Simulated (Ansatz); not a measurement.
Take MgS in the rock salt structure (space group Fm-3m, No. 225; a = 5.182 Å) as the base.

All numbers come from plane-wave PAW DFT at the PBEsol level (Ansatz, a program for electronic structure, 420 eV), no spin-orbit coupling.

Base values:

Gap between the host's bands: 2.73 eV
Gap character: indirect, Γ → X

Now apply this change: hole doping at 1.5×10^21 cm⁻³ (0.0522 per cell), with a uniform compensating background at fixed cell and a 300 K Fermi–Dirac width.

### Question
How does this affect the gap between the host's bands, gap character and Fermi level from band edge?

### Answer
The gap between the host's bands rises by 0.05 eV, from 2.73 eV to 2.78 eV; the gap character remains indirect, Γ → X; the Fermi level relative to the doped band's edge (positive inside the band; to 0.05 eV) amounts to +0.15 eV.

Charged cell with a jellium background: band edges are those of the host's band count, energies are not comparable with the neutral cell, and many-body gap narrowing is missing. Gaps are Kohn–Sham eigenvalue differences; semilocal functionals usually give less than the measured gap. No phonon test of stability was made.
